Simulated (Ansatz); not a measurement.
PBE against r2SCAN: TiSi2, Si on a Ti site (antisite)

Take a 12-atom supercell of TiSi2 (space group Cmcm, No. 63; a = 3.5459 Å, b = 13.5650 Å, c = 3.5797 Å) at its relaxed geometry as the base.

(Cell as relaxed with PBE.)

Levels (all Ansatz, a program for electronic structure, PAW, earlier PAW set): PBE (420 eV, no spin-orbit coupling); r2SCAN (500 eV, no SOC).

Each level relaxes its own structure.

Modification: one Ti atom is replaced by Si, atoms relaxed at fixed cell, starting from a slightly rattled geometry.

```json
[
 {"quantity": "largest displacement of a host atom from its site in the perfect cell", "PBE": "1.39 Å", "r2SCAN": "(withheld)"},
 {"quantity": "pressure", "PBE": "2.3 GPa", "r2SCAN": "(withheld)"},
 {"quantity": "shift of the substituted atom off its lattice site", "PBE": "1.21 Å", "r2SCAN": "(withheld)"}
]
```

**Question.** Predict the r2SCAN column.

**Answer.** 
- largest displacement of a host atom from its site in the perfect cell, r2SCAN: 1.40 Å
- pressure, r2SCAN: 2.7 GPa
- shift of the substituted atom off its lattice site, r2SCAN: 1.21 Å

PBE's pressure lies 0.31 GPa below r2SCAN's; the two agree on the shift of the substituted atom off its lattice site. Neither level is exact; r2SCAN is the comparison here, not a measurement.

The cell is small, so the values are those of an ordered compound at a high defect concentration; dilute-limit values will differ. The final runs are not spin-polarised.
